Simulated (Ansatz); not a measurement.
## Effect of biaxial strain −1.12 %, plane normal [001], relaxed out of plane on Ag

Take Ag in the fcc (Cu type) structure (space group Fm-3m, No. 225; a = 4.105 Å; relaxed with 0.1 eV smearing) as the base. Axes: x, y, z lie along the cube axes.

One thing is altered: compressive biaxial strain of 1.12 % in the plane normal to [001], as in epitaxy on a mismatched substrate; the out-of-plane cell vector and the atoms relax.

Calculations: DFT with r2SCAN, PAW potentials and a 500 eV plane-wave cutoff in Ansatz (a program for electronic structure), no spin-orbit coupling, earlier PAW set. Γ-centred 28×28×28 mesh, Fermi–Dirac width 0.1 eV.

| quantity | base | changed | shift |
|---|---|---|---|
| volume per atom | 17.29 Å³ | 17.18 Å³ | -0.11 Å³ |
| space group | Fm-3m (No. 225) | I4/mmm (No. 139) | – |
| shortest interatomic distance | 5.485 bohr | 5.423 bohr | -0.0614 bohr |
| energy relative to the base (free energy F) | 0 meV/atom | +1.2 meV/atom | +1.2 meV/atom |
| pressure (mean of the normal stresses, compression positive) | 0.0 GPa | 0.7 GPa | +0.7 GPa |
| band gap | zero | zero | – |
| out-of-plane strain | – | +1.64 % | – |
| ratio −ε⊥/ε∥ | – | 1.47 | – |

Cost of the whole job for the changed cell (relaxation, final SCF and bands): about 90 core-seconds (a rough figure).

Whether these cells are dynamically stable was not tested.
